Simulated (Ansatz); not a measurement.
## Sensitivity of a calculation on Sr3Ta (P6_3/mmc, 8 atoms in the cell) to its settings

```
CELL_PARAMETERS angstrom
      7.98532     0.00000     0.00000
     -3.99266     6.91549     0.00000
      0.00000     0.00000     6.40485
ATOMIC_POSITIONS crystal
  Sr 0.83920 0.67840 0.25000
  Sr 0.16080 0.83920 0.75000
  Sr 0.32160 0.16080 0.25000
  Sr 0.16080 0.32160 0.75000
  Sr 0.83920 0.16080 0.25000
  Sr 0.67840 0.83920 0.75000
  Ta 0.33333 0.66667 0.25000
  Ta 0.66667 0.33333 0.75000
```

Base run A: PBE (Ansatz, a first-principles code), self-consistent single point.

Its settings: basis.ecutwfc = 420 eV; kpoints.mp_grid.grid = 5 5 6; hamiltonian.xc = pbe; hamiltonian.pseudopotentials = {kind: paw} (the program's default PAW files); scf.occupations.method = methfessel_paxton; scf.occupations.width = 0.2 eV.

The starting cell was generated: these elements placed on a structure prototype, without a prior relaxation; it need not be a known phase or ordering of this composition. Spin polarisation is off. In the base run, forces exceed 1 eV/Å. Ansatz's pressure includes its estimate of the finite-basis (Pulay) stress.

ΔF is the free energy per atom less that of run A. 

Runs:
- B: scf.occupations.method: methfessel_paxton → gaussian; scf.occupations.width: 0.2 eV → 0.3 eV
- C: 1 x 1 x 2 supercell, mesh divided to match; kpoints.mp_grid.grid: 5 5 6 → 5 5 3
- D: kpoints.mp_grid.grid: 5 5 6 → 4 4 4
- E: kpoints.mp_grid.grid: 5 5 6 → 5 5 5
- F: kpoints.mp_grid.grid: 5 5 6 → 5 5 5; scf.occupations.width: 0.2 eV → 0.03 eV
- G: scf.convergence.dr2_threshold: default (1e-07 eV) → 1e-05 eV
- H: scf.mixing.preconditioner: default (the program chose Kerker) → ldos
- I: scf.mixing.algorithm: default (the program chose MSR1) → broyden; scf.mixing.beta: default → 0.05

```tsv
run	ΔF (meV/atom)	pressure (GPa)	largest force (eV/Å)	k-points	valence electrons
A	0.00	-2.74	1.102	20	86
B	-73.2	-2.55	1.059	20	86
C	0.00	-2.74	1.102	10	172
D	-0.71	-2.73	1.103	12	86
E	-0.14	-2.74	1.101	15	86
F	3.6	-2.80	1.085	15	86
G	0.00	-2.74	1.102	20	86
H	0.00	-2.74	1.102	20	86
I	0.00	-2.74	1.102	20	86
```

Run B against A: The free energy falls by 73.2 meV/atom, the pressure goes from -2.74 to -2.55 GPa and the largest force goes from 1.102 to 1.059 eV/Å.

Run F against A: The free energy goes up by 3.6 meV/atom, the pressure hardly changes (-2.74 to -2.80 GPa) and the largest force goes from 1.102 to 1.085 eV/Å.

Run C against A: The free energy is nearly the same (within 1 meV/atom), the pressure stays at -2.74 GPa and the largest force stays at 1.102 eV/Å.

Keys are those of Ansatz 0.2.
